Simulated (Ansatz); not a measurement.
The cell is built on a prototype and need not be the phase stable at ambient conditions.

By r2SCAN, the system below comes out a metal.

```yaml
crystal:
  lattice:
    - [5.09977, 0.00000, 0.00000]
    - [0.00000, 6.90182, 0.00000]
    - [2.54988, 0.00000, 2.54988]
  atoms:
    - { symbol: Zr, position: [0.00000, 0.00000, 0.00000] }
    - { symbol: Zr, position: [0.50000, 0.00000, 0.00000] }
    - { symbol: Zr, position: [0.50000, 0.37003, 0.50000] }
    - { symbol: Zr, position: [0.00000, 0.62997, 0.50000] }
    - { symbol: C, position: [0.50000, 0.72907, 0.50000] }
    - { symbol: C, position: [0.00000, 0.27093, 0.50000] }
```

Space group of this cell: P4/nmm. The cell was relaxed by PBE-D3(BJ); by r2SCAN its mean pressure is 4.6 GPa.

The current flows along the normal of the first two printed cell vectors. No spin-orbit coupling; the value is a mean over 0.1 eV about the Fermi level.

Q: Predict the ballistic conductance per area from r2SCAN (Ansatz, a quantum-chemistry and plane-wave program).

A: 0.51 × 10¹⁵ S/m² for both spins.
